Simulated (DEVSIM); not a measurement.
Device: abrupt Si p-n junction, at 400 K.

```tsv
layer (left to right)	material	thickness (μm)	Nd (cm⁻³)	Na (cm⁻³)	τn (s)	τp (s)
1	Si	2.50	-	1.8e19	2.4e-6	2.4e-6
2	Si	0.800	1e16	-	2.4e-6	2.4e-6
```

Left contact: ohmic. Right contact: ohmic. Voltage is applied to the left contact. Recombination: SRH at mid-gap, radiative, Auger. Mobility is constant in doping.

The device is made up for the run: typed textbook-type constants, with dimensions and the other settings drawn at random. Values at 300 K; Nc and Nv go as T^1.5, mobilities as T to minus their exponent, the gap by Varshni's rule with the affinity fixed.

```
parameter               Si
----------------  --------
gap (eV)             1.124
affinity (eV)         4.05
permittivity          11.7
Nc (cm⁻³)          2.86e19
Nv (cm⁻³)           3.1e19
μn (cm²/Vs)           1417
μp (cm²/Vs)            470
T exponent of μn       2.3
T exponent of μp       2.2
B (cm³/s)          4.7e-15
Cn (cm⁶/s)         2.8e-31
Cp (cm⁶/s)         9.9e-32
Varshni α (eV/K)  0.000473
Varshni β (K)          636
```

DEVSIM, 1D drift-diffusion, Boltzmann statistics, complete ionisation; no tunnelling, impact ionisation, image-force lowering or self-heating.

The doping Nd of layer 2 was swept, all else fixed.

```tsv
doping Nd of layer 2 (cm^-3)	dark forward voltage at 100 A/cm² (V)	potential step across the device at zero bias (V)	dark forward voltage at 1 A/cm² (V)	largest field in the device at zero bias (V/cm)
3e14	0.425	0.653	0.171	260000
1e15	0.445	0.694	0.229	260000
3e15	0.468	0.732	0.280	260000
1e16	0.500	0.774	0.329	270000
3e16	0.535	0.811	0.370	270000
1e17	(withheld)	0.853	(withheld)	290000
3e17	0.612	0.891	0.453	350000
```

Problem. Fill in the missing entries.

Solution. 
- 1e17, dark forward voltage at 100 A/cm² (V): 0.575
- 1e17, dark forward voltage at 1 A/cm² (V): 0.414
